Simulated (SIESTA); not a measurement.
Checking a run of SIESTA on TiB₂ (P6/mmm, 3 atoms in the cell). The aim is a self-consistent single point with DFT, LDA PW92, numerical atomic orbitals TZP, PseudoDojo LDA standard norm-conserving potentials (rewritten from UPF to PSML).

Cell that was meant: a = 2.9802 Å, b = 2.9802 Å, c = 3.1800 Å, α = 90.00°, β = 90.00°, γ = 120.00°.

Part of the input:

```

XC.functional                LDA
XC.authors                   PW92
PAO.BasisSize                SZ
PAO.EnergyShift              0.005 Ry
MeshCutoff                   350 Ry
%block kgrid.MonkhorstPack
```

The program printed (abridged):

```
reinit: Reading from file input.fdf

reinit: System Name: TiB2
reinit: System Label: tib2

   [... lines left out ...]
       -1.490119    2.580962    0.000000
        0.000000    0.000000    3.180016

outcell: Cell vector modules (Ang)   :    2.980238    2.980238    3.180016
outcell: Cell angles (23,13,12) (deg):     90.0000     90.0000    120.0000
outcell: Cell volume (Ang**3)        :     24.4603
new_DM -- step:     1
Initializing Density Matrix...

Attempting to read DM from file... Failed...
DM filled with atomic data:

InitMesh: MESH = 30 x 30 x 36 = 32400
InitMesh: Mesh cutoff (required, used) =   350.000   354.200 Ry

stepf: Fermi-Dirac step function
        iscf     Eharris(eV)        E_KS(eV)     FreeEng(eV)     dDmax    Ef(eV) dHmax(eV)
   scf:    1    -1741.514395    -1773.922763    -1773.925260  1.879545 -6.468627  8.853149
   scf:    2    -1778.702850    -1776.669072    -1776.671332  0.224779 -7.197219  3.688403
   scf:    3    -1777.418060    -1777.316736    -1777.318456  0.144906 -7.831557  0.584689
   scf:    4    -1777.068718    -1777.240841    -1777.242837  0.057604 -7.500820  1.341243
   scf:    5    -1777.320374    -1777.321690    -1777.323427  0.051552 -7.735997  0.279811
   scf:    6    -1777.325682    -1777.324630    -1777.326388  0.007675 -7.689746  0.013551
   scf:    7    -1777.324636    -1777.324634    -1777.326392  0.000169 -7.688434  0.007269
   scf:    8    -1777.324635    -1777.324635    -1777.326394  0.000220 -7.687129  0.000250
   scf:    9    -1777.324635    -1777.324635    -1777.326394  0.000007 -7.687170  0.000013
SCF Convergence by DM+H criterion
max |DM_out - DM_in|         :     0.0000067036
max |H_out - H_in|      (eV) :     0.0000129482
SCF cycle converged after 9 iterations

Using DM_out to compute the final energy and forces

siesta: E_KS(eV) =            -1777.3246

siesta: E_KS - E_eggbox =     -1777.3246

siesta: Atomic forces (eV/Ang):
     1   -0.000000   -0.000000   -0.000000
     2    0.000068   -0.000039    0.000000
     3   -0.000068    0.000039    0.000000
   Tot   -0.000000   -0.000000    0.000000
   Max    0.000068
   Res    0.000037    sqrt( Sum f_i^2 / 3N )
   Max    0.000068    constrained

Stress tensor Voigt[x,y,z,yz,xz,xy] (kbar):     -190.11     -190.11      -38.96       -0.00       -0.00       -0.00
(Free)E + p*V (eV/cell)    -1775.1932
   [... lines left out ...]
siesta: FreeEng =     -1777.326394
   [... lines left out ...]
siesta:    -0.000001   -0.118657    0.000000
siesta:    -0.000000   -0.000000   -0.024317

siesta: Cell volume =         24.460305 Ang**3

siesta: Pressure (static):
siesta:                Solid            Molecule  Units
siesta:           0.00094984          0.00094986  Ry/Bohr**3
siesta:           0.08721019          0.08721204  eV/Ang**3
siesta:         139.72613414        139.72909023  kBar
```

Can these results be used? Check the input.

The run is not sound. The fault is a minimal basis. One orbital a valence shell has little freedom to describe bonding. To fix it, use a double-zeta basis with polarisation or better. The run converged in 9 iterations without an error; against the sound input the pressure goes from 1.22 to 13.97 GPa.

The sound input it was made from differs as follows (other fixes are possible):
```diff
-PAO.BasisSize                SZ
+PAO.BasisSize                TZP
```

With that input, the run converged in 11 iterations: free energy E − TS -1778.8510 eV; Fermi level (on the code's own zero) -8.32 eV; pressure 1.22 GPa (DFT, LDA PW92, numerical atomic orbitals TZP, PseudoDojo LDA standard norm-conserving potentials (rewritten from UPF to PSML)).

On the sound input: the starting cell comes from a database of computed structures (which also holds hypothetical and non-ambient phases and stackings), without a prior relaxation at this level. Its lattice was rescaled by a random factor within 2.5 % of one. Spin polarisation is off. Values carry the incompleteness of an atom-centred basis.
